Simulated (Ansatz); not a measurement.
## PtSe2: response to strain

Take PtSe2 in the CdI2 type structure (space group P-3m1, No. 164; layered, stacked along the Cartesian z axis; relaxed with 0.1 eV smearing) as the base.

```yaml
crystal:
  lattice:
    - [3.73518, 0.00000, 0.00000]
    - [-1.86759, 3.23476, 0.00000]
    - [0.00000, 0.00000, 5.20727]
  atoms:
    - { symbol: Pt, position: [0.00000, 0.00000, 0.00000] }
    - { symbol: Se, position: [0.66667, 0.33333, 0.24886] }
    - { symbol: Se, position: [0.33333, 0.66667, 0.75114] }
```

Cartesian axes are those of the cell as printed.

Strains are applied to the cell and any free atomic positions relax; under biaxial strain the out-of-plane vector relaxes too.

The values are results of r2SCAN+rVV10 in Ansatz (plane waves to 500 eV, PAW, no spin-orbit coupling), not measurements.

Computed cases, in order: biaxial strain −1.85 %, plane normal [001], relaxed out of plane; biaxial strain −0.93 %, plane normal [001], relaxed out of plane; biaxial strain −0.29 %, plane normal [001], relaxed out of plane; the unstrained base; biaxial strain +4.63 %, plane normal [001], relaxed out of plane.

Question: Between which two neighbouring cases does the band gap open or close?

Answer: Between biaxial strain −1.85 %, plane normal [001], relaxed out of plane (0.15 eV) and biaxial strain −0.93 %, plane normal [001], relaxed out of plane (zero). The whole series: biaxial strain −1.85 %, plane normal [001], relaxed out of plane: 0.15 eV; biaxial strain −0.93 %, plane normal [001], relaxed out of plane: zero; biaxial strain −0.29 %, plane normal [001], relaxed out of plane: zero; the unstrained base: zero; biaxial strain +4.63 %, plane normal [001], relaxed out of plane: zero.

Spin-orbit coupling, missing from the scalar runs, can matter with Pt. Whether these cells are dynamically stable was not tested. All final runs are without spin polarisation. A zero or small gap of PtSe2 can be the functional's error rather than a property of the material.

Ansatz is a quantum-chemistry and plane-wave program.
